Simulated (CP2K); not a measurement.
A self-consistent single point of a sheet of PtSe₂ (3 atoms in the cell) with CP2K.

Computed with PBE, GPW, DZVP-MOLOPT-SR-GTH basis, GTH-PBE potentials (GTH_POTENTIALS) in CP2K.

The change in words: lattice scaled in the plane by 0.98. Reference geometry:
```
CELL_PARAMETERS angstrom
      3.61926     0.00000     0.00000
     -1.80963     3.13437     0.00000
      0.00000     0.00000    16.98204
ATOMIC_POSITIONS crystal
  Pt 0.00000 0.00000 0.50000
  Se 0.33333 0.66667 0.58780
  Se 0.66667 0.33333 0.41220
```

Reference input (self-consistent single point, DFT PBE, GPW, DZVP-MOLOPT-SR-GTH basis, GTH-PBE potentials (GTH_POTENTIALS)): CUTOFF = 500 Ry; REL_CUTOFF = 50 Ry; SMEAR/METHOD = GAUSSIAN; SIGMA = 0.136 eV; KPOINTS/SCHEME = MONKHORST-PACK 9 9 1; XC_FUNCTIONAL = PBE; Pt/BASIS_SET = DZVP-MOLOPT-SR-GTH; Pt/POTENTIAL = GTH-PBE-q18; Se/BASIS_SET = DZVP-MOLOPT-SR-GTH; Se/POTENTIAL = GTH-PBE-q6; METHOD = GPW; EPS_DEFAULT = 1e-11. This run's input differs from it in these lines:

```diff
@@ -63,4 +63,4 @@
     &CELL
-      ABC 3.61925600 3.61925631 16.98203800
-      ALPHA_BETA_GAMMA 90.00000000 90.00000000 119.99999714
+      ABC 3.54687100 3.54687128 16.98203800
+      ALPHA_BETA_GAMMA 90.00000000 90.00000000 119.99998808
       PERIODIC XYZ
```

Output (repeated stretches shortened):

```
 SCF WAVEFUNCTION OPTIMIZATION

  Step     Update method      Time    Convergence         Total energy    Change
     1 NoMix/Diag. 0.30E+00      -     0.56755394      -139.4400148832 -1.39E+02
     2 Broy./Diag. 0.30E+00      -     0.09150402      -140.9438876489 -1.50E+00
     3 Broy./Diag. 0.30E+00      -     0.09218900      -139.8652669360  1.08E+00
     4 Broy./Diag. 0.30E+00      -     0.00290990      -139.0188166456  8.46E-01
     5 Broy./Diag. 0.30E+00      -     0.00448968      -139.0431188617 -2.43E-02
     6 Broy./Diag. 0.30E+00      -     0.00159711      -139.0759088286 -3.28E-02
   [... 11 lines left out ...]
    18 Broy./Diag. 0.30E+00      -     0.00000643      -139.0806085704  6.94E-06
    19 Broy./Diag. 0.30E+00      -     0.00000105      -139.0806043518  4.22E-06
    20 Broy./Diag. 0.30E+00      -     0.00000165      -139.0805763837  2.80E-05
    21 Broy./Diag. 0.30E+00      -     0.00000085      -139.0805719563  4.43E-06
  *** SCF run converged in    21 steps ***

  Overlap energy of the core charge distribution:               0.00000000277755
  Self energy of the core charge distribution:               -222.62257214343231
  Core Hamiltonian energy:                                     49.48043111436123
  Hartree energy:                                              49.90395017739954
  Exchange-correlation energy:                                -15.84238097627675
  Smearing free energy correction:                             -0.00000013114595
  Fermi energy:                                                -0.01641168400111

  Total energy:                                              -139.08057195631929
  Total energy (extrapolated to sigma->0):                   -139.08057189074631

   [... lines left out ...]

 STRESS| Analytical stress tensor [bar]
 STRESS|                        x                   y                   z
 STRESS|      x        2.22494170786E+04  -1.20552264449E-01   3.66201351358E-01
 STRESS|      y       -1.20552264449E-01   2.22492279860E+04  -2.28231196833E-01
 STRESS|      z        3.66201351358E-01  -2.28231196833E-01  -1.60264079772E+04
 STRESS| 1/3 Trace                                             9.49074569576E+03
```

The run converged in 21 iterations. Against the reference run the free energy rises by 19.4 meV/atom, the largest force goes from 1.064 to 0.620 eV/Å and the gap on the mesh goes from 0.885 to 0.778 eV.

The starting cell was generated: these elements placed on a structure prototype, without a prior relaxation; it need not be a known phase or ordering of this composition. Its lattice was rescaled in the plane by a random factor within 2.5 % of one. For this run, on top of that: lattice scaled in the plane by 0.98. Spin-orbit coupling is off. Values carry the incompleteness of an atom-centred basis.

Cost on one core of a shared machine: roughly 40 s.
